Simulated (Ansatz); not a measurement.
Subject: the energy of the reaction as written. Reaction: 1/2 cell B + 1/2 Cl2 (gas) → cell A. The sign is products less reactants.

Cell A: a slab of Cu (fcc, Fm-3m) cut along (111), 16 atoms, oblique cell of 5.13 × 2.57 Å (11.4 Å²), symmetry P-1 within 0.02 Å, 16.6 Å thick under 15 Å of vacuum, in-plane vectors held at the crystal's; planes from bottom to top: Cl | Cu2 × 7 | Cl; added, foreign or displaced atoms, above the top plane and below the bottom plane: two times Cl bound to 3 Cu at 2.36–2.61 Å; spin state with PBE: run without spin, k-point mesh 10×21×1.
```yaml
crystal:
  lattice:
    - [5.13338, 0.00000, 0.00000]
    - [1.28335, 2.22282, 0.00000]
    - [0.00000, 0.00000, 31.91269]
  atoms:
    - { symbol: Cu, position: [0.00642, 0.99409, 0.30303] }
    - { symbol: Cu, position: [0.49986, 0.00011, 0.30478] }
    - { symbol: Cu, position: [0.16783, 0.33257, 0.36771] }
    - { symbol: Cu, position: [0.66855, 0.33163, 0.36942] }
    - { symbol: Cu, position: [0.83525, 0.66474, 0.43441] }
    - { symbol: Cu, position: [0.33291, 0.66711, 0.43423] }
    - { symbol: Cu, position: [0.00000, 0.00000, 0.50000] }
    - { symbol: Cu, position: [0.50000, 0.00000, 0.50000] }
    - { symbol: Cu, position: [0.16475, 0.33526, 0.56559] }
    - { symbol: Cu, position: [0.66709, 0.33289, 0.56577] }
    - { symbol: Cu, position: [0.83217, 0.66743, 0.63229] }
    - { symbol: Cu, position: [0.33145, 0.66837, 0.63058] }
    - { symbol: Cu, position: [0.99358, 0.00591, 0.69697] }
    - { symbol: Cu, position: [0.50014, 0.99989, 0.69522] }
    - { symbol: Cl, position: [0.23645, 0.26663, 0.75953] }
    - { symbol: Cl, position: [0.76355, 0.73337, 0.24047] }
```

Cell B: a slab of Cu (fcc, Fm-3m) cut along (111), 30 atoms, hexagonal cell of 5.13 Å (22.8 Å²), symmetry P-3m1 within 0.02 Å, 16.3 Å thick under 16 Å of vacuum, in-plane vectors held at the crystal's; planes from bottom to top: Cl | Cu4 × 7 | Cl; added, foreign or displaced atoms, above the top plane and below the bottom plane: two times Cl bound to 3 Cu at 2.39 Å; spin state with PBE: run without spin, k-point mesh 10×10×1.
```
Cu14Cl
1.0
    5.13338     0.00000     0.00000
    2.56669     4.44564     0.00000
    0.00000     0.00000    31.91269
Cu Cl
28 2
Direct
  0.00194   0.00194   0.30281
  0.49612   0.00194   0.30281
  0.00194   0.49612   0.30281
  0.50000   0.50000   0.30700
  0.16667   0.16667   0.36664
  0.66781   0.16437   0.36936
  0.16437   0.66781   0.36936
  0.66781   0.66781   0.36936
  0.83473   0.33264   0.43425
  0.33264   0.33264   0.43425
  0.83333   0.83333   0.43463
  0.33264   0.83473   0.43425
  0.00000   0.00000   0.50000
  0.50000   0.00000   0.50000
  0.00000   0.50000   0.50000
  0.50000   0.50000   0.50000
  0.16667   0.16667   0.56537
  0.66736   0.16527   0.56575
  0.16527   0.66736   0.56575
  0.66736   0.66736   0.56575
  0.83563   0.33219   0.63064
  0.33219   0.33219   0.63064
  0.83333   0.83333   0.63336
  0.33219   0.83563   0.63064
  0.99806   0.99806   0.69719
  0.50388   0.99806   0.69719
  0.99806   0.50388   0.69719
  0.50000   0.50000   0.69300
  0.16667   0.16667   0.75560
  0.83333   0.83333   0.24440
```

Reference: an isolated Cl2 molecule (singlet) in a box of 11 × 11 × 14 Å.

Plane-wave PAW calculations with Ansatz (a first-principles code), its default PAW set, cutoff 420 eV, 500 eV for r2SCAN. The structures are at rest with PBE, within the held lattices; other levels are single points on them. Neutral cells; Fermi-Dirac smearing of at most 0.10 eV in the solids, energies taken to zero width. The lattices are those relaxed with PBE, so at other levels the solids can be strained, which adds to the spread. Larger cells are relaxed from a start prepared with the learned potential CHGNet till forces fall under 0.03 eV/Å, which some starts already meet. A dispersion term (D3(BJ), or D4 for r2SCAN) was computed beside these levels and is taken off wherever the name lacks it. The PAW files were made for PBE and serve at the other functionals too. Space groups of crystals are read within 0.01 Å. No zero-point or thermal terms. Cells are local rest points, mostly with their start's symmetry. No Hubbard U is applied. Values are for these cell sizes. The cells' k-point meshes differ in density, so the last digit is unsettled. Cell B has symmetry P-3m1 within 0.02 Å and got no random move, so less symmetric positions, which may lie lower, weren't tried.

Levels: PBE, PBE+D3(BJ), RPBE, r2SCAN, r2SCAN+D4.

Problem. Is the change downhill or uphill at each level?

Solution. uphill: PBE (0.22), RPBE (0.55); downhill: PBE+D3(BJ) (-0.17); too close to call: r2SCAN (0.08), r2SCAN+D4 (-0.07) (values in eV; within 0.10 eV of zero counts as too close to call). The levels shown span 0.72 eV, from PBE+D3(BJ) (-0.17) to RPBE (0.55). They disagree on the sign.
